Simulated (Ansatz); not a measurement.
BP (I-4m2), r2SCAN with spin-orbit coupling, rigid bands run with Ansatz (an electronic-structure program): Condition of this run: uniaxial stress along [001] of -12 GPa (compression positive) (the target of the relaxation). band gap 1.07 eV, N_c = 2.50e19 cm⁻³ and N_v = 1.13e19 cm⁻³ at 300 K, conductivity masses along z (a = (0.00, 2.25, 2.35) Å; b = (2.25, 0.00, 2.35) Å; c = (2.25, 2.25, 0.00) Å) of 0.236 mₑ (electrons) and 0.257 mₑ (holes). Take k_BT = 0.02585 eV.

**Question.** What built-in voltage has an abrupt junction with N_A = 1e16 and N_D = 1e17 cm⁻³, all dopants ionised?

**Answer.** V_bi = E_g/e − (k_BT/e) ln(N_c N_v/(N_A N_D)) = 1.07 − 0.02585 × 12.55 = 0.75 V. It follows the computed gap one for one.

**Question.** What thermal injection velocity √(2k_BT/πm) limits a ballistic channel along the direction named?

**Answer.** 1.11e7 cm/s for electrons and 1.06e7 cm/s for holes, a ratio of √(m_h/m_e) = 1.04, for dilute carriers.

**Question.** Find the intrinsic carrier density and the intrinsic Fermi level.

**Answer.** n_i = √(N_c N_v) exp(−E_g/2k_BT) = 1.68e19 × exp(−20.69) = 1.7e10 cm⁻³. The level lies (k_BT/2) ln(N_v/N_c) = -10 meV from mid-gap (positive towards the conduction band). Each 0.1 eV added to the gap lowers n_i by a factor of 6.9.

Rigid, parabolic bands with the computed gap; masses take one relaxation time for all states. Geometry: cell and atoms relaxed with PBEsol.
